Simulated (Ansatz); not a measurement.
The parent structure is AlN in the zinc blende structure (space group F-43m, No. 216; a = 4.378 Å). Axes: x, y, z lie along the cube axes.

All numbers come from PBEsol (Ansatz, a quantum-chemistry and plane-wave program), scalar-relativistic without spin-orbit coupling.

Strains are applied to the cell and any free atomic positions relax; under biaxial strain the out-of-plane vector relaxes too.

One change was made to it. Results:

The valence-band top at Γ (three highest levels, from the VBM) amounts to 0.00, -0.09, -0.09 eV; the energy increases by 2.1 meV/atom; the pressure (mean of the normal stresses, compression positive) decreases by 26.2 kbar to -26.3 kbar.

Q: Name the change that was made.
(A) biaxial strain −0.83 %, plane normal [111], relaxed out of plane
(B) biaxial strain −2.50 %, plane normal [111], relaxed out of plane
(C) biaxial strain +1.67 %, plane normal [111], relaxed out of plane
(D) biaxial strain +0.83 %, plane normal [111], relaxed out of plane
(E) biaxial strain +2.50 %, plane normal [111], relaxed out of plane

A: D, biaxial strain +0.83 %, plane normal [111], relaxed out of plane. For comparison, the valence-band top at Γ in the other runs: biaxial strain +2.50 %, plane normal [111], relaxed out of plane gives 0.00, -0.26, -0.26 eV; biaxial strain −0.83 %, plane normal [111], relaxed out of plane gives 0.00, 0.00, -0.10 eV; biaxial strain +1.67 %, plane normal [111], relaxed out of plane gives 0.00, -0.18, -0.18 eV; biaxial strain −2.50 %, plane normal [111], relaxed out of plane gives 0.00, 0.00, -0.34 eV.

The levels and masses belong to the bands next to the band gap. Stability against distortions was not tested. This is not the structure that AlN has at room temperature and ambient pressure.
